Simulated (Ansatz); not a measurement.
ZnIn2O4 (model structure, started from the spinel type, Fd-3m, No. 227, 14 atoms in the cell), treated with PBEsol+SOC in Ansatz (plane waves, PAW).

Input file:

Ansatz 0.2 input:
```yaml
crystal:
  lattice:
    - [0.0, 4.4607585144, 4.4607585144]
    - [4.4607585144, 0.0, 4.4607585144]
    - [4.4607585144, 4.4607585144, 0.0]
  atoms:
    - { symbol: In, position: [0.625, 0.625, 0.625] }
    - { symbol: In, position: [0.125, 0.625, 0.625] }
    - { symbol: In, position: [0.625, 0.125, 0.625] }
    - { symbol: In, position: [0.625, 0.625, 0.125] }
    - { symbol: Zn, position: [0.25, 0.25, 0.25] }
    - { symbol: Zn, position: [0.0, 0.0, 0.0] }
    - { symbol: O, position: [0.869353179, 0.869353179, 0.869353179] }
    - { symbol: O, position: [0.3919404629, 0.869353179, 0.869353179] }
    - { symbol: O, position: [0.869353179, 0.3919404629, 0.869353179] }
    - { symbol: O, position: [0.869353179, 0.869353179, 0.3919404629] }
    - { symbol: O, position: [0.380646821, 0.380646821, 0.380646821] }
    - { symbol: O, position: [0.8580595371, 0.380646821, 0.380646821] }
    - { symbol: O, position: [0.380646821, 0.8580595371, 0.380646821] }
    - { symbol: O, position: [0.380646821, 0.380646821, 0.8580595371] }
basis:
  ecutwfc: 520
  ecutrho_ratio: 4
  xc_grid: 2
kpoints:
  mp_grid: { grid: [6, 6, 6] }
hamiltonian:
  xc: pbesol
  dispersion: none
  pseudopotentials: { kind: paw }
scf:
  occupations: { method: fermi_dirac, width: 0.01 }
  convergence: { dr2_threshold: 0.0000000014 }
output:
  forces: true
  stress: true
  eigenvalues: true
magnetization:
  noncollinear: true
  spin_orbit: true
```

Excerpt of the program's output:

```
Crystal: 14 atoms, lattice volume = 177.524 Å³
Basis set: ecut = 520 eV, 4813 PW (Γ), exchange–correlation on 96×96×96 points (8 copies of the dense FFT grid, shifted against one another)
Bands: 152, of which v1, the nominal top of the filled ones, is band 124 counted from 1 (123 counted from 0)
Symmetry: 48 space group operations + 48 with time reversal
k-points: 16 of 216
Initial density: superposition of atomic densities (chi_scale 0.1, normalization cell, long waves kept (reshape's long-wave potential 0.02 eV rms))
Functional: x = pbesol(κ = 0.804, μ = 0.12345679012345678), c = pbesol(β = 0.046)
spin=Noncollinear: Resta preconditioning applied to the charge; magnetization (m_x, m_y, m_z) channels mix plain (no charge-response kernel on spin).
SCF 1 converged in 11 iterations: F = -33159.318871 eV  dr2 = 3.41e-10
SCF converged after 11 iterations
Free energy (F): -33159.318871 eV
Internal energy: -33159.318871 eV  (E = F + TS)
E sigma→0 (E₀):  -33159.318871 eV
Fermi energy:    8.578195 eV
--- Forces (eV/Å), atoms counted from 1 ---
  atom   1  In     0.00000000    -0.00000000    -0.00000000
  atom   2  In     0.00000000    -0.00000000     0.00000000
  atom   3  In     0.00000000    -0.00000000    -0.00000000
  atom   4  In     0.00000000    -0.00000000     0.00000000
  atom   5  Zn    -0.00000000     0.00000000     0.00000000
  atom   6  Zn    -0.00000000    -0.00000000    -0.00000000
  atom   7  O     -0.00095968    -0.00095968    -0.00095968
  atom   8  O     -0.00095968     0.00095968     0.00095968
  atom   9  O      0.00095968    -0.00095968     0.00095968
  atom  10  O      0.00095968     0.00095968    -0.00095968
  atom  11  O      0.00095968     0.00095968     0.00095968
  atom  12  O      0.00095968    -0.00095968    -0.00095968
  atom  13  O     -0.00095968     0.00095968    -0.00095968
  atom  14  O     -0.00095968    -0.00095968     0.00095968
--- Stress (GPa, compression-positive) ---
       -0.040532       0.000000       0.000000
        0.000000      -0.040532      -0.000000
        0.000000      -0.000000      -0.040532
  P = ⅓ Tr σ = -0.0405 GPa (-0.405 kbar)
```

The PAW data were made under PBE.

Note: the relaxation could raise the start's symmetry but not lower it, so the cell can be a saddle point.

A model structure was made by putting elements into a prototype or built by hand; it is no filed structure, need not be a known phase, and can be a saddle point held by its symmetry.

Ansatz is a program for electronic structure.
